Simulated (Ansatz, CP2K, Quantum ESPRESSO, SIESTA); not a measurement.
## Code comparison for MgB2 (P6/mmm, 3 atoms in the cell)

Self-consistent single point.

```xyz
3
Lattice="2.9972 0.0000 0.0000 -1.4986 2.5957 0.0000 0.0000 0.0000 3.4455" Properties=species:S:1:pos:R:3 pbc="T T T"
Mg     0.0000     0.0000     0.0000
B      1.4986     0.8652     1.7228
B      0.0000     1.7304     1.7228
```

All programs got the same cell, k-point mesh and kind of occupations (in Ansatz's words: kpoints.mp_grid.grid = 13 13 10; scf.occupations.method = fermi_dirac; scf.occupations.width = 0.1 eV); potentials, basis and cutoffs are each program's usual ones.

```
code                                                                                                                                model  pressure (GPa)  k-points        cutoff
----------------  -----------------------------------------------------------------------------------------------------------------------  --------------  --------  ------------
Quantum ESPRESSO                                                                        PBE, SSSP 1.1.2 efficiency (PBE) pseudopotentials           12.60       126         40 Ry
Ansatz                                                                                                                     PBE, PAW files           12.85       126       default
SIESTA            GGA PBE, numerical atomic orbitals DZP, PseudoDojo PBE standard norm-conserving potentials (rewritten from UPF to PSML)           17.21       852   grid 300 Ry
CP2K                                                              PBE, GPW, DZVP-MOLOPT-SR-GTH basis, GTH-PBE potentials (GTH_POTENTIALS)           15.90       846  grid 1000 Ry
```

The spread over the programs that give each value: pressure within 4.61 GPa.

The starting cell comes from a database of computed structures (which also holds hypothetical and non-ambient phases and stackings), without a prior relaxation at this level. Its lattice was rescaled by a random factor within 2.5 % of one. On Ansatz's run: In the base run, with a pressure of about 13 GPa the cell is away from its equilibrium volume at this level.

Task: Why do the programs differ, and what cannot be compared?

Result: Differences of this kind can come from the potentials, where these differ, and from what each basis and cutoff leave unconverged. The valence holds different numbers of electrons (Quantum ESPRESSO 8, Ansatz (a quantum-chemistry and plane-wave program) 16, SIESTA 16, CP2K 16). The zero of total energies and Fermi levels follows the potentials and each program's conventions, so they are not compared here. SIESTA and CP2K use small atom-centred bases, whose incompleteness enters pressures, forces and empty levels differently from a plane-wave cutoff. Ansatz's pressure is given at a fixed set of plane waves, as the other plane-wave codes print theirs; with its correction for the finite basis it is 13.00 GPa. The programs reduce the same mesh by symmetry to different extents, which changes the work and not the result. In the pressure, SIESTA (by 4.48) and CP2K (by 3.17) lie more than 1 GPa from the median of the plane-wave programs.

Left out of this page: ABINIT (with a known weakness of the program); GPAW and FLEUR (not drawn, or without a comparable value).

Keys are those of Ansatz 0.2.
